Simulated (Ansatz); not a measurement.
Cell and atoms of amorphous Ga₂₄O₃₇Mg:

```
CELL_PARAMETERS angstrom
      9.03063     0.16738    -0.06943
      0.16738     9.39965     0.07472
     -0.06943     0.07472     9.06548
ATOMIC_POSITIONS crystal
  Ga 0.18355 0.93204 0.40911
  Ga 0.61727 0.82341 0.71412
  Ga 0.26789 0.31793 0.57078
  Ga 0.99037 0.53240 0.05293
  Ga 0.64177 0.16380 0.60062
  Ga 0.71466 0.61361 0.25157
  Ga 0.25953 0.63633 0.24986
  Ga 0.79733 0.89224 0.41848
  Ga 0.77903 0.26563 0.17805
  Ga 0.47018 0.51754 0.01710
  Ga 0.23310 0.00186 0.05995
  Ga 0.52969 0.18393 0.96401
  Ga 0.35187 0.67955 0.59501
  Ga 0.69491 0.54065 0.57368
  Ga 0.48094 0.10030 0.29682
  Ga 0.33488 0.03125 0.72059
  Ga 0.87332 0.04196 0.88250
  Ga 0.20084 0.73418 0.90886
  Ga 0.98316 0.42913 0.37882
  Ga 0.64514 0.85584 0.06710
  Ga 0.95388 0.67518 0.72121
  Ga 0.98834 0.14319 0.52578
  Ga 0.49063 0.40470 0.38065
  Ga 0.21540 0.33440 0.91960
  O  0.27114 0.23705 0.75277
  O  0.06485 0.33039 0.54088
  O  0.58324 0.67117 0.07302
  O  0.25202 0.74668 0.41658
  O  0.91542 0.24974 0.32704
  O  0.72978 0.88850 0.88207
  O  0.08717 0.52716 0.23421
  O  0.32516 0.19640 0.03061
  O  0.17729 0.04336 0.57742
  O  0.84746 0.12783 0.68354
  O  0.28696 0.02397 0.26316
  O  0.01614 0.36842 0.94498
  O  0.97630 0.97684 0.40174
  O  0.83657 0.52079 0.72773
  O  0.80264 0.46909 0.12360
  O  0.80243 0.79934 0.60793
  O  0.54492 0.63682 0.69972
  O  0.64558 0.35054 0.54211
  O  0.28267 0.53070 0.92318
  O  0.85218 0.57272 0.42337
  O  0.03765 0.02229 0.99262
  O  0.76414 0.18409 0.98866
  O  0.58413 0.26948 0.23534
  O  0.53558 0.10234 0.76546
  O  0.38789 0.48503 0.20608
  O  0.57451 0.59219 0.39672
  O  0.76654 0.80762 0.23663
  O  0.40529 0.22327 0.45067
  O  0.33507 0.49179 0.51708
  O  0.57007 0.37683 0.91880
  O  0.23038 0.77729 0.10820
  O  0.98976 0.69288 0.93069
  O  0.54225 0.02020 0.10775
  O  0.64439 0.03378 0.43907
  O  0.15880 0.70980 0.70051
  O  0.30713 0.91365 0.88524
  O  0.43737 0.87806 0.61697
  Mg 0.79231 0.37659 0.87725
```

Methods: PBE, scalar-relativistic without spin-orbit coupling (Ansatz, an electronic-structure program); r2SCAN, scalar-relativistic without spin-orbit coupling (Ansatz); HSE06, scalar-relativistic without spin-orbit coupling (Ansatz). Neutral PBE cell, which sets geometry, pressure and energy: sampling: a 2×2×2 Γ-centred mesh; Fermi-Dirac width 0.02 eV; no spin polarisation. Exact exchange is cut at the faces of this 9 Å cell, which leaves hybrid gaps a finite-size error.

It comes from a melt-quench run on a machine-learned potential (CHGNet), relaxed afterwards by DFT. O atoms were pushed apart under 1.9 Å during the dynamics, to hinder bonds among them. The hot cell started wider than the set density and was brought back towards it in steps. It is the lowest in DFT energy of 2 quenches. It is a model cell: composition and starting density were chosen by hand, and all elements were melted together. No dispersion term was used. Its density started from a set value of 4.94 and ended at 4.94 g/cm³. The quench (nominally 330 K/ps over its main leg) was far faster than any real one, so the model tends to hold more defects than a real film. One small periodic cell is one sample of the glass; other quenches scatter about these values. The volume was held where the preparation left it and the shape relaxed.

Question: Give the pressure, the energy against reference phases and the spacing of the highest filled and lowest empty levels.

Answer: 
The pressure on a 2×2×2 Γ-centred mesh comes out as 0.97 GPa. The largest force and stress component on that mesh (the relaxation ran on the zone centre alone) is 0.08 eV/Å and 1.1 GPa, the energy relative to beta Ga2O3 + rock-salt MgO (lowest mix at this level among the phases computed, not always the ambient ones) is 0.141 eV/atom and the level gap on a 2×2×2 Γ-centred mesh (PBE) is 1.53 eV. The level gap at the zone centre (PBE) is 1.51 eV and the level gap at the zone centre (r2SCAN) comes out as 2.06 eV. The level gap at the zone centre (HSE06) comes out as 3.20 eV and the distance between the nearest levels spread over more than a fifth of the atoms or a third of the atoms of their main element (six at least) (PBE, zone centre) is 1.81 eV.

Question: At PBE and the zone centre, how localised are the states just below and above the Fermi level (participation number: the atoms over which a state spreads)?

Answer: The highest filled state is spread over 2.6 atoms' worth, largest on O45, with weights by element (charge in smoothed Voronoi cells) O 0.95, Ga 0.05, Mg 0.00. The lowest empty state is spread over 54.8 atoms' worth, largest on Ga21, with weights by element (charge in smoothed Voronoi cells) O 0.52, Ga 0.46, Mg 0.01.

At PBE the levels at the filled edge of the gap are localised (band-tail or defect states), and the nearest spread-out levels lie 1.8 eV apart at the zone centre.

Bonds are counted up to Ga-Ga 2.68 Å, Ga-O 2.28 Å, Ga-Mg 2.94 Å, O-O 1.58 Å, O-Mg 2.48 Å, Mg-Mg 3.19 Å. Two cations that share two anions don't count as bonded, nor two that share one unless they lie closer than Ga-Ga 2.61 Å, Ga-Mg 2.86 Å, Mg-Mg 3.10 Å.

Added carriers, by PBE, scalar-relativistic without spin-orbit coupling (Ansatz) on the zone centre alone. Charged cells keep the cell fixed and stand in a uniform background, with no image correction, at a width of 0.01 eV; where the count is odd the moment is locked at 1 μB, unless the neutral cell bore moments. Each starts from the undistorted neutral geometry alone. PBE's self-interaction favours spread-out carriers, so it can miss traps that a hybrid finds.

Question: What happens at PBE when the cell takes an extra electron and the atoms relax?

Answer: Relaxation lowers the charged cell by 0.01 eV. The largest moves are O45 0.02 Å, O51 0.02 Å, O34 0.02 Å, Ga17 0.02 Å. The level that holds the added charge spreads over 54.6 atoms' worth, most on Ga21 (weight 0.04): a carrier spread over the cell. No bond crosses its cut-off with a change of over 0.15 Å (metal-metal contacts aside). Made neutral again at that geometry, the cell lies +0.01 eV from the neutral start.

Question: What happens at PBE when the cell takes a hole and the atoms relax?

Answer: Relaxation lowers the charged cell by 0.21 eV. The largest moves are O60 0.42 Å, O57 0.20 Å, Ga11 0.20 Å, O45 0.19 Å. The level that was emptied spreads over 2.7 atoms' worth, most on O45 (weight 0.53): a localised (trapped) carrier, which neighbours of that atom can share. Bonds broken: O39-Mg62. Made neutral again at that geometry, the cell lies +1.03 eV from the neutral start (a closed shell was imposed there, with levels 0.10 eV apart, so this is an upper bound).
